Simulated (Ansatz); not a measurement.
A self-consistent single point of PtS2 (P-3m1, 3 atoms in the cell) with Ansatz (a quantum-chemistry and plane-wave program)

Method of the run: PBE (plane waves, PAW; Ansatz).

The input file:

Ansatz 0.2 input:
```yaml
crystal:
  lattice:
    - [1.76115000, -3.05040100, 0.00000000]
    - [1.76115000, 3.05040100, 0.00000000]
    - [0.00000000, 0.00000000, 5.01480000]
  atoms:
    - { symbol: Pt, position: [0.00000000, 0.00000000, 0.00000000] }
    - { symbol: S, position: [0.33333333, 0.66666667, 0.23000000] }
    - { symbol: S, position: [0.66666667, 0.33333333, 0.77000000] }
basis:
  ecutwfc: 420.0
kpoints:
  mp_grid: { grid: [8, 8, 5] }
hamiltonian:
  xc: pbe
  pseudopotentials: { kind: paw }
scf:
  occupations: { method: fermi_dirac, width: 0.05 }
output:
  forces: true
  eigenvalues: true
  stress: true
```

The program printed (abridged):

```
WARN ansatz: RAYON_NUM_THREADS=1 ignored (pool sized by the plan → 1); use --threads N
Pseudopotentials: kind: paw
Pseudopotential: Pt, paw, valence charge 18
Pseudopotential: S, paw, valence charge 6
Crystal: 3 atoms, lattice volume = 53.881 Å³
Basis set: ecut = 420 eV, 1043 PW (Γ), exchange–correlation on 48×48×72 points (8 copies of the dense FFT grid, shifted against one another)
Bands: 19, of which v1, the nominal top of the filled ones, is band 15 counted from 1 (14 counted from 0)
Symmetry: 12 space group operations
Space group: P-3m1 (ITA 164), of the structure as read, at distance tolerance 3.8e-5 Å
k-points: 40 of 320
Initial density: superposition of atomic densities (neutral atoms: chi_scale 0, normalization atom), corrected by the library's trained network
Initial wavefunctions: pseudopotential atomic-orbital guess
Eigensolver: davidson
Functional: x = pbe(κ = 0.804, μ = 0.2195149727645171), c = pbe(β = 0.06672455060314922)
SCF iter   1: F=—  HF=-14328.025703 eV  |F-HF|=—  |Δ(HF+E_count)|=         —  Δρ=3.43e-3  dr2=5.93e-3  ethr=1.77e-3  ⟨swp⟩=5.6  Hψ=3830  notcnv=0
all-band conjugate gradients solve this SCF's bands
preconditioner: auto → Resta (q_TF=auto, 2.475 Å⁻¹)
SCF iter   2: F=—  HF=-14328.025451 eV  |F-HF|=—  |Δ(HF+E_count)|=   2.52e-4  Δρ=1.79e-3  dr2=2.14e-3  ethr=1.98e-5  ⟨swp⟩=2.1  Hψ=1360  notcnv=0
SCF iter   3: F=—  HF=-14328.025491 eV  |F-HF|=—  |Δ(HF+E_count)|=   4.07e-5  Δρ=5.85e-4  dr2=2.23e-4  ethr=7.15e-6  ⟨swp⟩=2.0  Hψ=1173  notcnv=0
SCF iter   4: F=—  HF=-14328.025466 eV  |F-HF|=—  |Δ(HF+E_count)|=   2.50e-5  Δρ=2.17e-4  dr2=2.22e-5  ethr=7.45e-7  ⟨swp⟩=2.9  Hψ=1202  notcnv=0
SCF iter   5: F=—  HF=-14328.025427 eV  |F-HF|=—  |Δ(HF+E_count)|=   3.89e-5  Δρ=6.82e-5  dr2=4.55e-6  ethr=7.40e-8  ⟨swp⟩=2.0  Hψ=1149  notcnv=0
SCF iter   6: F=—  HF=-14328.025428 eV  |F-HF|=—  |Δ(HF+E_count)|=   3.83e-7  Δρ=2.84e-5  dr2=5.90e-7  ethr=1.52e-8  ⟨swp⟩=2.0  Hψ=1117  notcnv=0
SCF iter   7: F=-14328.025428 eV  HF=-14328.025428 eV  |F-HF|=1.60e-8  |Δ(HF+E_count)|=   2.27e-7  Δρ=3.78e-6  dr2=7.19e-9  ethr=3.33e-10  ⟨swp⟩=6.0  Hψ=3655  notcnv=0
SCF 1 converged in 7 iterations: F = -14328.025428 eV  dr2 = 7.19e-9
SCF converged after 7 iterations
Free energy (F): -14328.025428 eV
Harris-Foulkes:  -14328.025428 eV  (|F-HF|=1.60e-8)
Internal energy: -14328.025422 eV  (E = F + TS)
E sigma→0 (E₀):  -14328.025425 eV
Entropy (-TS):   -0.000006 eV (-0.002 meV/atom)
Fermi energy:    11.726454 eV
--- Per-component energies (eV) ---
  E_band       = -312.706470
  E_kinetic    = 855.907070
  E_local      = -3103.746260  (includes V_loc(G=0)·N_el)
  E_nonlocal   = 255.116583
  E_hartree    = 1229.362395
  E_xc         = -458.142762
  E_vxc        = -480.643908  (∫ρ·V_xc dr)
  E_paw        = -10654.170485  (= ΣΔE_a)
  E_vpaw       = -298.063627  (= ΣTr[D̂ρ^β])
  E_aug_tail   = 0.000188  (compensation charges beyond the density's cutoff)
  E_ewald      = -2452.352151
  E_smearing   = -0.000006  (= −TS)
  E_closure    = 0.000000  (closes the sum)
  Σ components = -14328.025428   (vs F -14328.025428, Δ=0.00e0)
--- Forces (eV/Å), atoms counted from 1 ---
  atom   1  Pt    -0.00000000     0.00000000     0.00000000
  atom   2  S      0.00000000     0.00000000     1.29431576
  atom   3  S     -0.00000000    -0.00000000    -1.29431576
  max |Σ_I F_I| component: 5.24e-31 eV/Å
--- Stress (GPa, compression-positive) ---
       14.319994      -0.000000       0.000000
       -0.000000      14.319994       0.000000
        0.000000       0.000000      11.255729
  P = ⅓ Tr σ = 13.2986 GPa (132.986 kbar)
  The stress holds the Pulay correction. Without it, at fixed plane waves, as pw.x and ABINIT print it: P = 13.2643 GPa
--- Band table (eV; the first three rows and the last of 40) ---
  k-point 0: bands = ["-88.2938", "-42.5632", "-42.5632", "-42.4009", "-4.3955", "-1.1052", "4.1729", "4.1729", "4.2096", "7.2260", "7.2260", "9.4054", "10.1301", "10.1301", "11.1756", "13.7143", "13.7143", "15.9995", "17.1334"]
  k-point 1: bands = ["-88.2938", "-42.5632", "-42.5632", "-42.4009", "-4.3034", "-1.3661", "4.1803", "4.1803", "4.6275", "7.2174", "7.2174", "9.2602", "10.0569", "10.0569", "10.8265", "13.8855", "13.8855", "16.1348", "17.7441"]
  k-point 2: bands = ["-88.2938", "-42.5632", "-42.5632", "-42.4009", "-4.1265", "-1.7816", "4.1923", "4.1923", "5.3900", "7.2041", "7.2041", "8.8091", "9.9448", "9.9448", "10.4113", "14.1776", "14.1776", "16.5956", "18.5827"]
  k-point 39: bands = ["-88.2933", "-42.5842", "-42.5775", "-42.3973", "-2.1517", "-2.0013", "4.1362", "4.6834", "5.2737", "6.5784", "6.8563", "7.7111", "7.8447", "9.2792", "9.5246", "13.1660", "13.6268", "17.9619", "18.7309"]
```

The run converged in 7 iterations.

The starting cell has typed, rounded lattice constants, without a prior relaxation at this level. Its lattice was rescaled by up to half a per cent. Spin-orbit coupling is off. With a pressure of about 13 GPa the cell is away from its equilibrium volume at this level. Forces in this geometry exceed 1 eV/Å. Ansatz's pressure includes its estimate of the finite-basis (Pulay) stress.
